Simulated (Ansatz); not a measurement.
The starting structures come from a database of crystals and need not be the phases stable at ambient conditions.

Tunnelling through a barrier is set by its complex band structure: the current falls as exp(−2κd) with the smallest κ.

Given:

```
Na2SnF6
1.0
    5.02261     0.00000     0.00000
    0.00000    10.03062     0.00000
    0.00000     0.00000     5.02261
Na Sn F
4 2 12
Direct
  0.00000   0.66380   0.00000
  0.00000   0.33620   0.00000
  0.50000   0.16380   0.50000
  0.50000   0.83620   0.50000
  0.00000   0.00000   0.00000
  0.50000   0.50000   0.50000
  0.27917   0.00000   0.72083
  0.72083   0.00000   0.27917
  0.77917   0.50000   0.77917
  0.22083   0.50000   0.22083
  0.31226   0.64626   0.68774
  0.68774   0.35374   0.31226
  0.81226   0.14626   0.81226
  0.18774   0.85374   0.18774
  0.68774   0.64626   0.31226
  0.31226   0.35374   0.68774
  0.18774   0.14626   0.18774
  0.81226   0.85374   0.81226
```

Space group of this cell: P4_2/mnm. The cell is taken as given.

Transport runs along the normal of the first two printed cell vectors, the (100) plane of the conventional cell.

No gap correction and no spin-orbit coupling; mid-gap values are interpolated between computed energies.

**Question.** Compute, with r2SCAN (Ansatz, a quantum-chemistry and plane-wave program), the band gap and the smallest decay constant κ at mid-gap.

**Answer.** Gap 6.14 eV on a 6×4×6 mesh; κ = 0.553 1/Å, at the zone centre.
